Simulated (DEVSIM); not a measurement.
System: illuminated Si p-on-n cell, one wavelength, at 300 K.

Layer 1 from the left is Si, thickness (μm) 0.0580, Na (cm⁻³) 5.5e17, τn (s) 8.9e-5, τp (s) 9.4e-5, absorption coefficient (cm⁻¹) 74000. Layer 2 from the left is Si, thickness (μm) 21.0, Nd (cm⁻³) 2.3e15, τn (s) 9.5e-5, τp (s) 9.5e-5, absorption coefficient (cm⁻¹) 74000.

Left contact: ohmic, minority electron recombination velocity 7e6 cm/s. Right contact: ohmic, minority hole recombination velocity 7e6 cm/s. Voltage is applied to the left contact. Recombination: SRH at mid-gap, radiative, Auger. Light enters at the left, 4.6e16 photons cm⁻² s⁻¹, one pass, no reflection. Mobility is μmin + (μ − μmin)/(1 + (N/Nref)^α).

The device is made up for the run: typed textbook-type constants, with dimensions and the other settings drawn at random. Values at 300 K.

Si: gap (eV) 1.124, affinity (eV) 4.05, permittivity 11.7, Nc (cm⁻³) 2.86e19, Nv (cm⁻³) 3.1e19, μn (cm²/Vs) 1417, μp (cm²/Vs) 470, μn,min 52, μp,min 45, Nref,n 9.7e16, Nref,p 2.2e17, αn 0.68, αp 0.72, B (cm³/s) 4.7e-15, Cn (cm⁶/s) 2.8e-31, Cp (cm⁶/s) 9.9e-32.

DEVSIM, 1D drift-diffusion, Boltzmann statistics, complete ionisation; no tunnelling, impact ionisation, image-force lowering or self-heating.

Dark forward current:

| |V| (V) | |J| (A/cm²) |
|---|---|
| 0.05 | 6.642e-10 |
| 0.10 | 4.824e-9 |
| 0.15 | 3.251e-8 |
| 0.20 | 2.209e-7 |
| 0.25 | 1.515e-6 |
| 0.30 | 1.043e-5 |
| 0.35 | 7.198e-5 |
| 0.40 | 0.0004970 |
| 0.45 | 0.003431 |
| 0.50 | 0.02363 |
| 0.55 | 0.1605 |
| 0.60 | 1.010 |
| 0.65 | 5.028 |
| 0.70 | 17.51 |
| 0.75 | 44.21 |
| 0.80 | 88.95 |
| 0.85 | 153.8 |
| 0.90 | 239.8 |
| 0.95 | 347.6 |
| 1.00 | 477.2 |
| 1.05 | 628.8 |
| 1.10 | 801.9 |
| 1.15 | 996.3 |
| 1.20 | 1211 |
| 1.25 | 1447 |
| 1.30 | 1701 |

Question: Work out the local ideality factor n = ΔV / (kT/q · ln(J2/J1)) between the rows 0.15 and 0.20 V, 0.35 and 0.40 V, 1.25 and 1.30 V.

Answer: kT/q = 25.85 mV. From 0.15 to 0.20 V: ln(2.209e-7/3.251e-8) = 1.916, n = 1.01, near the 1 of diffusion or emission over a barrier. From 0.35 to 0.40 V: ln(0.0004970/7.198e-5) = 1.932, n = 1.00, near the 1 of diffusion or emission over a barrier. From 1.25 to 1.30 V: ln(1701/1447) = 0.162, n = 11.96.

Question: What current could the absorbed light give at most, and what share is collected?

Answer: Σ αd = 156, so qΦ(1 − exp(−Σ αd)) = 7.37 mA/cm². The simulated short-circuit current is 6.336 mA/cm², a share of 0.86.

Question: Estimate the open-circuit voltage by superposition: the voltage at which the dark current equals that short-circuit current.

Answer: Interpolating ln J in the table gives 0.466 V. The simulation gives 0.466 V, the same within the digits that matter. Superposition holds where collection doesn't change with voltage.

Question: Estimate the fill factor from FF0 = (v − ln(v + 0.72))/(v + 1), v = qVoc/(nkT), with n from the dark curve.

Answer: The rows about Voc, 0.45 and 0.50 V, give n = 1.00, so v = 18.0 and FF0 = 0.793. The simulation gives 0.793, the same within the digits that matter.
